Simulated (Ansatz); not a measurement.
Effect of uniaxial strain ε_yy = −1.22 % on NaCl3

The parent structure is NaCl3 in the A15 (Cr3Si type) structure (space group Pm-3n, No. 223; a = 5.397 Å; a cell from a computed database, its experimental status unchecked). Axes: x, y, z lie along the cube axes.

Now apply this change: the cell is compressed by 1.22 % along y with no lateral relaxation; the atoms relax in the strained cell.

Method: PBEsol (Ansatz, an electronic-structure program; PAW; 420 eV plane waves; scalar-relativistic without spin-orbit coupling). Settings: 9×9×9 k-points, 0.05 eV Fermi–Dirac smearing.

```tsv
quantity	base	changed	shift
volume per atom	19.65 Å³	19.41 Å³	-0.24 Å³
space group	Pm-3n (No. 223)	P4_2/mmc (No. 131)	–
shortest interatomic distance	2.698 Å	2.664 Å	-0.034 Å
energy relative to the base (free energy F)	0 meV/atom	+0.3 meV/atom	+0.3 meV/atom
pressure (mean of the normal stresses, compression positive)	0.0 GPa	0.5 GPa	+0.5 GPa
band gap	zero	zero	–
largest internal atomic displacement	–	0.017 Å	–
stress (xx, yy, zz, yz, xz, xy; compression positive) (rough)	–	(0.5, 0.4, 0.5, 0.0, 0.0, 0.0) GPa	–
```

Final structure:

```
NaCl3
1.0
    5.39661     0.00000     0.00000
    0.00000     5.33077     0.00000
    0.00000     0.00000     5.39661
Na Cl
2 6
Direct
  0.50000   0.50000   0.50000
  0.00000   0.00000   0.00000
  0.50000   0.00000   0.74683
  0.50000   0.00000   0.25317
  0.75317   0.50000   0.00000
  0.24683   0.50000   0.00000
  0.00000   0.75000   0.50000
  0.00000   0.25000   0.50000
```

Without a gap, meshes like the base's 9×9×9 leave anisotropic stresses uncertain by several tenths of a GPa, and small strain energies with them. Whether these cells are dynamically stable was not tested. All final runs are without spin polarisation.
